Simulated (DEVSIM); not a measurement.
System: illuminated Ge n-on-p cell, one wavelength, at 250 K.

```tsv
layer (left to right)	material	thickness (μm)	Nd (cm⁻³)	Na (cm⁻³)	τn (s)	τp (s)	absorption coefficient (cm⁻¹)
1	Ge	0.230	3.4e18	-	6.5e-7	6.6e-6	72000
2	Ge	21.0	-	5.3e16	7.9e-6	7.9e-6	72000
```

Left contact: ohmic, minority hole recombination velocity 6000 cm/s. Right contact: ohmic, minority electron recombination velocity 2e6 cm/s. Voltage is applied to the left contact. Recombination: SRH at mid-gap, radiative, Auger. Light enters at the left, 2.6e17 photons cm⁻² s⁻¹, one pass, no reflection. Mobility is μmin + (μ − μmin)/(1 + (N/Nref)^α).

This is a model device: material constants are rounded textbook-type values typed into the input, and sizes, dopings and lifetimes were drawn at random. Values at 300 K; Nc and Nv go as T^1.5, mobilities as T to minus their exponent, the gap by Varshni's rule with the affinity fixed.

```
parameter               Ge
----------------  --------
gap (eV)             0.664
affinity (eV)            4
permittivity            16
Nc (cm⁻³)          1.04e19
Nv (cm⁻³)             6e18
μn (cm²/Vs)           3900
μp (cm²/Vs)           1900
μn,min                 150
μp,min                 100
Nref,n              2.6e17
Nref,p                4e17
αn                    0.56
αp                     0.6
T exponent of μn      1.66
T exponent of μp      2.33
B (cm³/s)          6.4e-14
Cn (cm⁶/s)           1e-31
Cp (cm⁶/s)           1e-31
Varshni α (eV/K)  0.000477
Varshni β (K)          235
```

Simulated with DEVSIM: 1D drift-diffusion, Boltzmann statistics, complete ionisation; no tunnelling, impact ionisation, image-force lowering or self-heating.

The thickness of layer 1 was swept, all else fixed.

| thickness of layer 1 (μm) | short-circuit current (mA/cm²) | share of generated pairs collected at short circuit | largest power (mW/cm²) |
|---|---|---|---|
| 0.046 | 41.4 | 0.994 | 8.88 |
| 0.081 | 41.4 | 0.994 | 8.88 |
| 0.14 | 41.4 | 0.994 | 8.87 |
| 0.23 | 41.3 | 0.991 | 8.85 |
| 0.39 | 41.1 | 0.986 | 8.80 |
| 0.69 | 40.6 | 0.975 | 8.70 |
| 1.2 | 39.8 | 0.956 | 8.51 |

From the first row to the last the short-circuit current goes from 41.4 to 39.8. From the first row to the last the share of generated pairs collected at short circuit goes from 0.994 to 0.956.
